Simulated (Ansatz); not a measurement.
Consider the energy of the reaction as written. Reaction: cell B → cell A. The sign is products less reactants.

Cell A: a sheet of composition Os2, 2 atoms, hexagonal cell of 4.05 Å (14.2 Å²), symmetry P6/mmm within 0.02 Å, 0.0 Å thick under 16 Å of vacuum, in-plane vectors relaxed; planes from bottom to top: Os2, all atoms in one plane; a model cell; spin state with PBE: no moments, k-point mesh 18×18×1.
```
CELL_PARAMETERS angstrom
      4.05275     0.00000     0.00000
     -2.02638     3.50979     0.00000
      0.00000     0.00000    16.00000
ATOMIC_POSITIONS crystal
  Os 0.33333 0.66667 0.50000
  Os 0.66667 0.33333 0.50000
```

Cell B: a sheet of composition Os2, 2 atoms, hexagonal cell of 3.63 Å (11.4 Å²), symmetry P-3m1 within 0.02 Å, 1.0 Å thick under 16 Å of vacuum, in-plane vectors relaxed; planes from bottom to top: Os × 2; a model cell; spin state with PBE: no moments, k-point mesh 18×18×1.
```
Os
1.0
    3.62995     0.00000     0.00000
   -1.81497     3.14362     0.00000
    0.00000     0.00000    16.85348
Os
2
Direct
  0.33333   0.66667   0.53014
  0.66667   0.33333   0.46986
```

Plane-wave PAW calculations with Ansatz (an electronic-structure program), its PAW set soft_1, cutoff 420 eV. The structures are at rest with PBE. Neutral cells; Fermi-Dirac smearing of at most 0.10 eV in the solids, energies taken to zero width. A dispersion term (D3(BJ), or D4 for r2SCAN) was computed beside these levels and is taken off wherever the name lacks it. Space groups of crystals are read within 0.01 Å. Static lattices, no vibrational contributions. The runs are scalar-relativistic, without spin-orbit coupling. The cells' k-point meshes differ in density, so the last digit is unsettled. Cell A has symmetry P6/mmm within 0.02 Å and got no random move, so less symmetric positions, which may lie lower, weren't tried. Cell B has symmetry P-3m1 within 0.02 Å and got no random move, so less symmetric positions, which may lie lower, weren't tried.

Problem. Give the value at the level PBE.

Solution. 1.37 eV, for cell B → cell A.
